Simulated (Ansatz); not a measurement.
In₂S₃ (R-3c, No. 167, 10 atoms in the cell; start mp-22375; a measured phase of this formula has another space group), treated with PBEsol in Ansatz (plane waves, PAW).

The input as run:

Ansatz 0.2 input:
```yaml
crystal:
  lattice:
    - [3.2865810131, 1.8975084326, 5.8690046906]
    - [-3.2865810131, 1.8975084326, 5.8690046906]
    - [0.0, -3.7950168652, 5.8690046906]
  atoms:
    - { symbol: In, position: [0.3552900891, 0.3552900891, 0.3552900891] }
    - { symbol: In, position: [0.6447099109, 0.6447099109, 0.6447099109] }
    - { symbol: In, position: [0.1447099109, 0.1447099109, 0.1447099109] }
    - { symbol: In, position: [0.8552900891, 0.8552900891, 0.8552900891] }
    - { symbol: S, position: [0.5472214695, 0.25, 0.9527785305] }
    - { symbol: S, position: [0.4527785305, 0.75, 0.0472214695] }
    - { symbol: S, position: [0.9527785305, 0.5472214695, 0.25] }
    - { symbol: S, position: [0.0472214695, 0.4527785305, 0.75] }
    - { symbol: S, position: [0.25, 0.9527785305, 0.5472214695] }
    - { symbol: S, position: [0.75, 0.0472214695, 0.4527785305] }
basis:
  ecutwfc: 520
  ecutrho_ratio: 4
  xc_grid: 2
kpoints:
  mp_grid: { grid: [6, 6, 6] }
  band_path:
    path:
      - [0.0, 0.0, 0.0]
      - [0.125, 0.125, 0.125]
      - [0.25, 0.25, 0.25]
      - [0.375, 0.375, 0.375]
      - [0.5, 0.5, 0.5]
      - [0.565912, 0.434088, 0.5]
      - [0.631824, 0.368176, 0.5]
      - [0.697735, 0.302265, 0.5]
      - [0.763647, 0.236353, 0.5]
      - [0.5, -0.236353, 0.236353]
      - [0.5, -0.177265, 0.177265]
      - [0.5, -0.118176, 0.118176]
      - [0.5, -0.059088, 0.059088]
      - [0.5, 0.0, 0.0]
      - [0.4, 0.0, 0.0]
      - [0.3, 0.0, 0.0]
      - [0.2, 0.0, 0.0]
      - [0.1, 0.0, 0.0]
      - [0.061363, -0.061363, 0.0]
      - [0.122725, -0.122725, 0.0]
      - [0.184088, -0.184088, 0.0]
      - [0.245451, -0.245451, 0.0]
      - [0.306814, -0.306814, 0.0]
      - [0.368176, -0.368176, 0.0]
      - [0.631824, 0.0, 0.368176]
      - [0.5, 0.0, 0.5]
      - [0.416667, 0.0, 0.416667]
      - [0.333333, 0.0, 0.333333]
      - [0.25, 0.0, 0.25]
      - [0.166667, 0.0, 0.166667]
      - [0.083333, 0.0, 0.083333]
    npoints: 1
hamiltonian:
  xc: pbesol
  dispersion: none
  pseudopotentials: { kind: paw }
scf:
  occupations: { method: fermi_dirac, width: 0.01 }
  convergence: { dr2_threshold: 0.000000001 }
output:
  forces: true
  stress: true
  eigenvalues: true
  write_bands: true
```

The run printed, among other lines:

```
Crystal: 10 atoms, lattice volume = 219.606 Å³
Basis set: ecut = 520 eV, 5907 PW (Γ), exchange–correlation on 108×108×108 points (8 copies of the dense FFT grid, shifted against one another)
Bands: 54, of which v1, the nominal top of the filled ones, is band 44 counted from 1 (43 counted from 0)
Symmetry: 12 space group operations
Space group: R-3c (ITA 167), of the structure as read, at distance tolerance 6.0e-5 Å
k-points: 32 of 216
Functional: x = pbesol(κ = 0.804, μ = 0.12345679012345678), c = pbesol(β = 0.046)
SCF iter   1: F=—  HF=-27416.787286 eV  |F-HF|=—  |Δ(HF+E_count)|=         —  Δρ=5.59e-3  dr2=8.93e-2
SCF iter   2: F=—  HF=-27416.763328 eV  |F-HF|=—  |Δ(HF+E_count)|=   2.40e-2  Δρ=2.20e-3  dr2=1.28e-2
  ...
SCF iter   7: F=—  HF=-27416.760237 eV  |F-HF|=—  |Δ(HF+E_count)|=   1.15e-7  Δρ=1.46e-6  dr2=6.18e-9
SCF iter   8: F=-27416.760237 eV  HF=-27416.760237 eV  |F-HF|=1.82e-10  |Δ(HF+E_count)|=   6.69e-9  Δρ=3.57e-7  dr2=3.57e-10
SCF 1 converged in 8 iterations: F = -27416.760237 eV  dr2 = 3.57e-10
SCF converged after 8 iterations
Free energy (F): -27416.760237 eV
Internal energy: -27416.760237 eV  (E = F + TS)
E sigma→0 (E₀):  -27416.760237 eV
Fermi energy:    7.173046 eV
--- Stress (GPa, compression-positive) ---
        0.000477      -0.000000      -0.000000
       -0.000000       0.000477      -0.000000
       -0.000000      -0.000000       0.010203
  P = ⅓ Tr σ = 0.0037 GPa (0.037 kbar)
```

The PAW data were made under PBE.

A start named mp-… is a Materials Project structure, which need not be a measured phase.

Ansatz is a first-principles code.
